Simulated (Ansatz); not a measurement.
Ansatz (an electronic-structure program) run on MoW (Cmm2, 2 atoms in the cell): self-consistent single point.

Method: PBEsol, default PAW files made with PBE (plane waves; Ansatz).

```
MoW
1.0
    1.57139    -2.22313     0.00000
    1.57139     2.22313     0.00000
    0.00000     0.00000     4.46416
Mo W
1 1
Cartesian
  0.00000   0.00000   0.05000
  1.57139   0.00000   2.23208
```

Reference input (self-consistent single point, DFT, PBEsol, plane waves, default PAW files made with PBE): basis.ecutwfc = 420 eV; kpoints.mp_grid.grid = 13 13 8; hamiltonian.xc = pbesol; hamiltonian.pseudopotentials = {kind: paw} (the program's default PAW files); scf.occupations.method = fermi_dirac; scf.occupations.width = 0.1 eV. This run's input differs from it in these lines:

Ansatz 0.2 input:
```diff
@@ -12,3 +12,3 @@
 kpoints:
-  mp_grid: { grid: [13, 13, 8] }
+  mp_grid: { grid: [13, 13, 8], shift: [0.5, 0.5, 0.5] }
 hamiltonian:
```

Log, with long lists cut:

```
SCF iter   1: F=—  HF=-15154.034197 eV  |F-HF|=—  |Δ(HF+E_count)|=         —  Δρ=6.48e-3  dr2=2.97e-2  ethr=1.77e-3  ⟨swp⟩=5.0  Hψ=15273  notcnv=0
all-band conjugate gradients solve this SCF's bands
preconditioner: auto → none
SCF iter   2: F=—  HF=-15154.033494 eV  |F-HF|=—  |Δ(HF+E_count)|=   7.04e-4  Δρ=4.74e-3  dr2=1.88e-2  ethr=1.06e-4  ⟨swp⟩=1.0  Hψ=5096  notcnv=0
SCF iter   3: F=—  HF=-15154.031437 eV  |F-HF|=—  |Δ(HF+E_count)|=   2.06e-3  Δρ=1.02e-3  dr2=2.63e-4  ethr=6.72e-5  ⟨swp⟩=1.5  Hψ=3697  notcnv=0
SCF iter   4: F=—  HF=-15154.031335 eV  |F-HF|=—  |Δ(HF+E_count)|=   1.02e-4  Δρ=3.19e-4  dr2=2.97e-5  ethr=9.40e-7  ⟨swp⟩=2.0  Hψ=6011  notcnv=0
SCF iter   5: F=—  HF=-15154.031329 eV  |F-HF|=—  |Δ(HF+E_count)|=   6.92e-6  Δρ=1.68e-4  dr2=2.71e-5  ethr=1.06e-7  ⟨swp⟩=2.3  Hψ=6090  notcnv=0
SCF iter   6: F=—  HF=-15154.031322 eV  |F-HF|=—  |Δ(HF+E_count)|=   6.73e-6  Δρ=3.26e-5  dr2=1.83e-7  ethr=9.69e-8  ⟨swp⟩=2.0  Hψ=4734  notcnv=0
SCF iter   7: F=-15154.031322 eV  HF=-15154.031322 eV  |F-HF|=1.18e-9  |Δ(HF+E_count)|=   2.81e-8  Δρ=8.40e-6  dr2=5.95e-9  ethr=3.57e-10  ⟨swp⟩=5.2  Hψ=15082  notcnv=0
SCF 1 converged in 7 iterations: F = -15154.031322 eV  dr2 = 5.95e-9
Free energy (F): -15154.031322 eV
Internal energy: -15153.991201 eV  (E = F + TS)
E sigma→0 (E₀):  -15154.011262 eV
Entropy (-TS):   -0.040120 eV (-20.060 meV/atom)
Fermi energy:    21.918652 eV
--- Forces (eV/Å), atoms counted from 1 ---
  atom   1  Mo     0.00000000     0.00000000    -0.69877893
  atom   2  W      0.00000000     0.00000000     0.69878925
--- Stress (GPa, compression-positive) ---
       -0.903220       0.000000       0.000000
        0.000000      -0.216601       0.000000
        0.000000       0.000000      -2.156623
  P = ⅓ Tr σ = -1.0921 GPa (-10.921 kbar)
  The stress holds the Pulay correction. Without it, at fixed plane waves, as pw.x and ABINIT print it: P = -1.1371 GPa
```

The run converged in 7 iterations. Against the reference run the free energy rises by 7.6 meV/atom, the pressure goes from -1.21 to -1.09 GPa and the largest force goes from 0.719 to 0.699 eV/Å.

The starting cell comes from a database of computed structures (which also holds hypothetical and non-ambient phases and stackings), without a prior relaxation at this level. Its lattice was rescaled by up to half a per cent. One atom was moved a little off its site on purpose. Spin polarisation is off. Ansatz's pressure includes its estimate of the finite-basis (Pulay) stress.
